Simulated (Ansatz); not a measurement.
A self-consistent single point of SrGe2Ir2 (I4/mmm, 5 atoms in the cell) with Ansatz (a quantum-chemistry and plane-wave program).

Method of the run: PBEsol, PAW files made with PBE (plane waves; Ansatz).

The change in words: lattice scaled by 0.98. Reference geometry:
```yaml
crystal:
  lattice:
    - [-2.10214, 2.10214, 5.40077]
    - [2.10214, -2.10214, 5.40077]
    - [2.10214, 2.10214, -5.40077]
  atoms:
    - { symbol: Sr, position: [0.00000, 0.00000, 0.00000] }
    - { symbol: Ge, position: [0.36871, 0.36871, 0.00000] }
    - { symbol: Ge, position: [0.63129, 0.63129, 0.00000] }
    - { symbol: Ir, position: [0.25000, 0.75000, 0.50000] }
    - { symbol: Ir, position: [0.75000, 0.25000, 0.50000] }
```

Reference input (self-consistent single point, DFT, PBEsol, plane waves, PAW files made with PBE): basis.ecutwfc = 420 eV; kpoints.mp_grid.grid = 7 7 7; hamiltonian.xc = pbesol; hamiltonian.pseudopotentials = {kind: paw} (the program's default PAW files); scf.occupations.method = gaussian; scf.occupations.width = 0.136 eV. This run's input differs from it in these lines:

```diff
@@ -3,5 +3,5 @@
   lattice:
-    - [-2.102135, 2.102135, 5.400770]
-    - [2.102135, -2.102135, 5.400770]
-    - [2.102135, 2.102135, -5.400770]
+    - [-2.060092, 2.060092, 5.292755]
+    - [2.060092, -2.060092, 5.292755]
+    - [2.060092, 2.060092, -5.292755]
   atoms:
```

The program printed (abridged):

```
SCF iter   1: F=—  HF=-35605.162173 eV  |F-HF|=—  |Δ(HF+E_count)|=         —  Δρ=7.33e-2  dr2=9.36e0  ethr=3.10e-3  ⟨swp⟩=7.6  Hψ=7918  notcnv=0
all-band conjugate gradients solve this SCF's bands
preconditioner: auto → Kerker (q_TF=auto, 2.629 Å⁻¹)
SCF iter   2: F=—  HF=-35603.914153 eV  |F-HF|=—  |Δ(HF+E_count)|=    1.25e0  Δρ=3.83e-2  dr2=2.82e0  ethr=3.10e-3  ⟨swp⟩=3.0  Hψ=2745  notcnv=0  defer=87
   [... lines left out ...]
SCF iter   7: F=—  HF=-35603.326030 eV  |F-HF|=—  |Δ(HF+E_count)|=   5.91e-5  Δρ=1.02e-4  dr2=1.47e-5  ethr=4.62e-7  ⟨swp⟩=2.0  Hψ=2307  notcnv=0  defer=99
SCF iter   8: F=—  HF=-35603.326034 eV  |F-HF|=—  |Δ(HF+E_count)|=   3.80e-6  Δρ=2.30e-5  dr2=8.54e-7  ethr=2.04e-8  ⟨swp⟩=2.0  Hψ=2605  notcnv=0  defer=99
SCF iter   9: F=—  HF=-35603.326034 eV  |F-HF|=—  |Δ(HF+E_count)|=   4.09e-8  Δρ=7.73e-6  dr2=1.11e-7  ethr=1.39e-10  ⟨swp⟩=12.9  Hψ=9056  notcnv=0
SCF iter  10: F=-35603.326034 eV  HF=-35603.326034 eV  |F-HF|=3.38e-9  |Δ(HF+E_count)|=   1.29e-8  Δρ=2.07e-6  dr2=6.49e-9  ethr=1.39e-10  ⟨swp⟩=4.0  Hψ=5438  notcnv=0
SCF 1 converged in 10 iterations: F = -35603.326034 eV  dr2 = 6.49e-9
Free energy (F): -35603.326034 eV
Internal energy: -35603.311106 eV  (E = F + TS)
E sigma→0 (E₀):  -35603.318570 eV
Entropy (-TS):   -0.014928 eV (-2.986 meV/atom)
Fermi energy:    15.942554 eV
--- Forces (eV/Å), atoms counted from 1 ---
  atom   1  Sr     0.00000000     0.00000000     0.00000000
  atom   2  Ge     0.00000000     0.00000000     1.00057998
  atom   3  Ge     0.00000000     0.00000000    -1.00057998
  atom   4  Ir     0.00000000    -0.00000000     0.00000000
  atom   5  Ir    -0.00000000    -0.00000000     0.00000000
--- Stress (GPa, compression-positive) ---
        7.687001       0.000000       0.000000
        0.000000       7.687001       0.000000
        0.000000       0.000000       6.036690
  P = ⅓ Tr σ = 7.1369 GPa (71.369 kbar)
  The stress holds the Pulay correction. Without it, at fixed plane waves, as pw.x and ABINIT print it: P = 7.0776 GPa
```

The run converged in 10 iterations. Against the reference run the free energy goes up by 14.6 meV/atom, the pressure goes from -2.40 to 7.14 GPa and the largest force goes from 0.130 to 1.001 eV/Å.

The starting cell comes from a database of computed structures (which also holds hypothetical and non-ambient phases and stackings), without a prior relaxation at this level. For this run, on top of that: lattice scaled by 0.98. Spin polarisation is off. With a pressure of about 7 GPa the cell is away from its equilibrium volume at this level. Forces in this geometry exceed 1 eV/Å. Ansatz's pressure includes its estimate of the finite-basis (Pulay) stress.

Keys are those of Ansatz 0.2.
